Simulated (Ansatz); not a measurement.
LuAsO4 (I4₁/amd, No. 141, 12 atoms in the cell; start COD 9011135), treated with r²SCAN+rVV10 (PAW; Ansatz, a program for electronic structure).

Run with plane-wave cutoff 560 eV, 8×8×8 k mesh, Fermi–Dirac smearing 0.01 eV, scalar-relativistic PAW data made under PBE.

Cell (relaxed at this level):

```
LuAsO4
1.0
   -3.46477     3.46477     3.11238
    3.46477    -3.46477     3.11238
    3.46477     3.46477    -3.11238
Lu As O
2 2 8
Cartesian
  0.00000   0.00000   0.00000
  0.00000   3.46477   1.55619
  3.46477   0.00000   1.55619
  0.00000   0.00000   3.11238
  1.27197   0.00000   4.21730
  3.46477   1.27197   2.66111
  2.19280   3.46477   1.10492
  3.46477  -1.27197   2.66111
  4.73673   0.00000   0.45127
  3.46477   2.19280  -1.10492
  2.19280   0.00000   0.45127
  0.00000   1.27197   2.00746
```

What does this level give for the band gap?


band gap: 4.70 eV (on the SCF k mesh)

Note: the relaxation could not lower the start's symmetry, so the cell can be a saddle point above a distorted one.

Spin–orbit coupling is not included.

Static lattice: no zero-point or thermal effects.
